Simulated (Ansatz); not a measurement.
The starting structures come from a database of crystals and need not be the phases stable at ambient conditions.

 Where the default PAW files enter, the runs use the earlier of Ansatz's two default sets.

By PBEsol, the system below comes out a metal.

The ballistic (Sharvin) conductance counts the channels at the Fermi level: G/A = (e²/h) × channels of both spins per area.

Data:

```
Ge
1.0
    2.79483     0.00000     0.00000
   -1.39742     3.64088     0.00000
    1.39742     0.00000     3.53165
Ge
2
Cartesian
  0.69871   1.82044   1.76583
  1.39741   0.00000   0.00000
```

Space group of this cell: Fddd. The cell is strained (lengths along the current scaled by 0.97, ions clamped); by PBEsol its mean pressure is 1.8 GPa.

The current flows along the normal of the first two printed cell vectors. No spin-orbit coupling; the value is a mean over 0.1 eV about the Fermi level.

Task: State the ballistic conductance per area according to Ansatz (a program for electronic structure) with PBEsol.

Result: 1.2 × 10¹⁵ S/m² for both spins.
